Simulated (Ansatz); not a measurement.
The starting structures come from a database of crystals and need not be the phases stable at ambient conditions.

Inside the gap of an insulator the Bloch states are evanescent, with a wavenumber k + iκ along the transport direction.

Input:

```
BiCd4B3O10
1.0
    8.12876     0.00000     0.00000
    4.06438     8.02035     0.00000
   -0.63704     0.00000     3.50959
Cd B Bi O
4 3 1 10
Cartesian
  4.21192   6.17406   2.92209
  8.27630   1.84628   2.92209
  9.71248   5.15869   0.52714
  5.64810   2.86166   0.52714
  2.77820   3.19851   2.04329
  6.84258   4.82183   2.04329
  6.53772   0.00000   0.74474
  3.25420   0.00000   1.75410
  7.97238   5.66076   2.05276
  3.90800   2.35959   2.05276
  2.77770   4.37750   2.75363
  6.84208   3.64284   2.75363
  5.70354   5.19718   1.35470
  1.63916   2.82316   1.35470
 11.25115   6.80927   0.93074
  7.18677   1.21107   0.93074
  5.20565   0.00000   0.35833
  1.48418   0.00000   3.23409
```

Space group of this cell: Cm. The cell is taken as given; by r2SCAN its mean pressure is -4.7 GPa.

Transport runs along the normal of the first two printed cell vectors.

The gap is the functional's own, uncorrected, and κ follows it; spin-orbit coupling is left out. Mid-gap values are interpolated between the computed energies.

Question: Compute, with r2SCAN in Ansatz (a program for electronic structure), the band gap and the smallest decay constant κ at mid-gap.

Answer: Gap 2.62 eV on a 4×4×8 mesh; κ = 0.355 1/Å, at (0.500, 0.000) of the in-plane reciprocal vectors. At the zone centre, at the nearest computed energy, the slowest state has κ = 0.40 1/Å.
